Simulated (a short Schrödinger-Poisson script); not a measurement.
Stack: gated In0.52Al0.48As/In0.53Ga0.47As modulation-doped gas in a quantum well, at 300 K.

| layer | material | thickness (nm) | Nd (cm⁻³) | Na (cm⁻³) |
|---|---|---|---|---|
| 1 | In0.52Al0.48As | 10 | - | - |
| 2 | In0.52Al0.48As | 20 | 1.1e18 | - |
| 3 | In0.52Al0.48As | 2 | - | - |
| 4 | In0.53Ga0.47As | 20 | - | - |
| 5 | In0.52Al0.48As | 4000 | - | 1e15 |

The device is made up for the run: typed textbook-type constants, with dimensions and the other settings drawn at random. In0.52Al0.48As: permittivity 12.5, conduction-band edge (eV) 0.52, gap (eV) 1.45, electron mass (mₑ) 0.075, Nv at 300 K (cm⁻³) 1.1e19. In0.53Ga0.47As: permittivity 13.9, conduction-band edge (eV) 0, gap (eV) 0.74, Nv at 300 K (cm⁻³) 7.7e18.

Channel valleys (confinement mass, in-plane density-of-states mass, number): Γ 0.041, 0.041, 1. At the gate the conduction-band edge of layer 1 lies 0.65 eV − eVg above the Fermi level of the channel; the field vanishes at the back. The barrier under the gate holds no holes. Gaps are held at their typed values at every temperature. Mesh 0.08 nm at interfaces.

Solved with a short Schrödinger-Poisson script written for these runs: 1D Poisson equation in equilibrium, electrons quantum, Hartree (BenDaniel-Duke, 40 states a valley, the channel's in-plane mass for all, wave functions free to enter the barrier), parabolic valleys, classical holes, full ionisation, no traps, pinning or gate leakage.

The same stack at other levels of the model or other numerical settings:

| run | sheet density of all electrons at Vg = 0.4 V (cm⁻²) | sheet density of all electrons at Vg = -0.1 V (cm⁻²) | capacitance at Vg = 0.4 V (μF/cm²) | centroid of the channel electrons at Vg = 0.4 V (nm) | rough cost against the base |
|---|---|---|---|---|---|
| base | 1.48e12 | 5.93e11 | 0.295 | 6.72 | about 1 |
| electrons treated as classical, Boltzmann | 1.66e12 | 6.71e11 | 0.327 | 3.84 | 0.02 |
| electrons treated as classical, Fermi-Dirac | 1.52e12 | 6.27e11 | 0.296 | 6.10 | 0.09 |
| electrons treated as quantum, Hartree plus LDA exchange-correlation | 1.50e12 | 6.08e11 | 0.297 | 6.61 | 2 |
| mesh six times as coarse | 1.48e12 | 5.93e11 | 0.295 | 6.70 | 0.3 |
| one subband a valley | 1.44e12 | 5.78e11 | 0.285 | 5.85 | 0.3 |

The classical rows ignore confinement, and Boltzmann statistics overrate the density once the band edge passes the Fermi level.
